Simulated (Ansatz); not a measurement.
Take BeTe in the zinc blende structure (space group F-43m, No. 216; a = 5.6569 Å) as the base. Axes: x, y, z lie along the cube axes.

Calculations: Ansatz (a program for electronic structure), r2SCAN, PAW, cutoff 500 eV, without spin-orbit coupling.

Strains are applied to the cell and any free atomic positions relax; under stress the whole cell relaxes.

One change was made to it. Results:

The band gap drops by 0.145 eV to 2.23 eV; the smallest direct gap shrinks by 0.09 eV to 3.95 eV.

Question: Which change produced these results?
A) tensor shear ε_xz = −3.42 %
B) strain tensor (xx, yy, zz, yz, xz, xy) = (+1.46, +1.19, −1.64, +0.52, +0.54, +0.88) %
C) isotropic strain −3.96 %
D) uniaxial stress, 3 GPa tension along x

Answer: D, uniaxial stress, 3 GPa tension along x. For comparison, the band gap in the other runs: isotropic strain −3.96 % gives 2.05 eV; strain tensor (xx, yy, zz, yz, xz, xy) = (+1.46, +1.19, −1.64, +0.52, +0.54, +0.88) % gives 2.13 eV; tensor shear ε_xz = −3.42 % gives 1.83 eV.

Spin-orbit coupling, missing from the scalar runs, can matter with Te. Stability under load was not tested beyond the relaxation.
